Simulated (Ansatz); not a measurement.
System: GeS2 (P4₂/nmc, No. 137, 6 atoms in the cell; start mp-1071032). Method: PBEsol in Ansatz (PAW).

Numerical settings: plane-wave cutoff 520 eV, 10×10×4 k mesh (along the axes of the cell as run), Fermi–Dirac smearing 0.01 eV, scalar-relativistic PAW data made under PBE.

Cell (relaxed at this level):

GeS$_{2}$ is taken in the tetragonal space group P4₂/nmc, origin choice 1 (No. 137), Pearson symbol tP6. Conventional cell: a = b = 3.470 Å, c = 11.074 Å, α = β = γ = 90.00°. Ge on 2b has 4 S at 2.242 Å (tetrahedral). S on 4d has 2 Ge at 2.242 Å (bent). (Neighbours: up to the widest gap in distance over summed covalent radii, below 1.35, at either atom.)

Estimate the band gap and smallest direct gap on the k points sampled that the calculation returns.


- band gap: 1.01 eV (indirect)
- smallest direct gap on the k points sampled: 1.24 eV

Spin–orbit coupling is not included.

The computed numbers hold no vibrational or temperature effects.

A start named mp-… is a Materials Project structure, which need not be a measured phase.

Ansatz is an electronic-structure program.
